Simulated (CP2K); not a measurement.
Input and output of a self-consistent single point for LiH (Fm-3m, 2 atoms in the cell) (CP2K).

Level of theory: PBE, GPW, DZVP-MOLOPT-SR-GTH basis, GTH-PBE potentials (GTH_POTENTIALS) (CP2K 2026.2).

The change in words: lattice scaled by 0.98. Reference geometry:
```
LiH
1.0
    2.88891     0.00000     0.00000
    1.44445     2.50187     0.00000
    1.44445     0.83396     2.35878
Li H
1 1
Direct
  0.00000   0.00000   0.00000
  0.50000   0.50000   0.50000
```

Reference input (self-consistent single point, DFT PBE, GPW, DZVP-MOLOPT-SR-GTH basis, GTH-PBE potentials (GTH_POTENTIALS)): CUTOFF = 450 Ry; REL_CUTOFF = 60 Ry; KPOINTS/SCHEME = MONKHORST-PACK 14 14 14; GAMMA_CENTERED = T; XC_FUNCTIONAL = PBE; Li/BASIS_SET = DZVP-MOLOPT-SR-GTH-q3; Li/POTENTIAL = GTH-PBE-q3; H/BASIS_SET = DZVP-MOLOPT-SR-GTH-q1; H/POTENTIAL = GTH-PBE-q1; METHOD = GPW; EPS_DEFAULT = 1e-10; NGRIDS = 4. This run's input differs from it in these lines:

```diff
@@ -59,4 +59,4 @@
     &CELL
-      ABC 2.88890900 2.88890824 2.88890843
-      ALPHA_BETA_GAMMA 60.00000401 60.00000494 60.00000280
+      ABC 2.83113100 2.83113093 2.83113139
+      ALPHA_BETA_GAMMA 59.99999707 59.99999291 59.99998752
       PERIODIC XYZ
```

Log, with long lists cut:

```
 SCF WAVEFUNCTION OPTIMIZATION

  Step     Update method      Time    Convergence         Total energy    Change
     1 NoMix/Diag. 0.40E+00      -     0.65534472        -8.0541053874 -8.05E+00
     2 Broy./Diag. 0.40E+00      -     0.01359088        -8.1070902466 -5.30E-02
     3 Broy./Diag. 0.40E+00      -     0.01881199        -8.0774766981  2.96E-02
     4 Broy./Diag. 0.40E+00      -     0.00158961        -8.0736412238  3.84E-03
     5 Broy./Diag. 0.40E+00      -     0.00027783        -8.0744418142 -8.01E-04
     6 Broy./Diag. 0.40E+00      -     0.00023485        -8.0746098021 -1.68E-04
     7 Broy./Diag. 0.40E+00      -     0.00000804        -8.0746199810 -1.02E-05
     8 Broy./Diag. 0.40E+00      -     0.00000206        -8.0746190797  9.01E-07
     9 Broy./Diag. 0.40E+00      -     0.00000010        -8.0746191495 -6.98E-08
  *** SCF run converged in     9 steps ***

  Overlap energy of the core charge distribution:               0.00000000000000
  Self energy of the core charge distribution:                 -7.75760677378165
  Core Hamiltonian energy:                                      0.87812137843007
  Hartree energy:                                               1.02778659986564
  Exchange-correlation energy:                                 -2.22292035399524

  Total energy:                                                -8.07461914948119

 ENERGY| Total FORCE_EVAL ( QS ) energy [hartree]             -8.074619143352054

 FORCES| Atomic forces [hartree/bohr]
 FORCES|   Atom     x               y               z               |f|
 FORCES|      1  8.87749711E-17  4.60862963E-16 -1.39637648E-15   1.47314051E-15
   [... lines left out ...]

 STRESS| Analytical stress tensor [bar]
 STRESS|                        x                   y                   z
 STRESS|      x       -9.17970408496E+03   4.19343777341E-04   3.79366807931E-04
 STRESS|      y        4.19343777341E-04  -9.17969464005E+03   2.78451891787E-02
 STRESS|      z        3.79366807931E-04   2.78451891787E-02  -9.17998989229E+03
 STRESS| 1/3 Trace                                            -9.17979620577E+03
```

The run converged in 9 iterations. Against the reference run the free energy drops by 6.1 meV/atom, the pressure goes from -2.92 to -0.92 GPa and the gap on the mesh goes from 2.561 to 2.529 eV.

The starting cell comes from a database of computed structures (which also holds hypothetical and non-ambient phases and stackings), without a prior relaxation at this level. Its lattice was rescaled by a random factor within 2.5 % of one. For this run, on top of that: lattice scaled by 0.98. Values carry the incompleteness of an atom-centred basis.

Cost on one core of a shared machine: roughly 5 min.
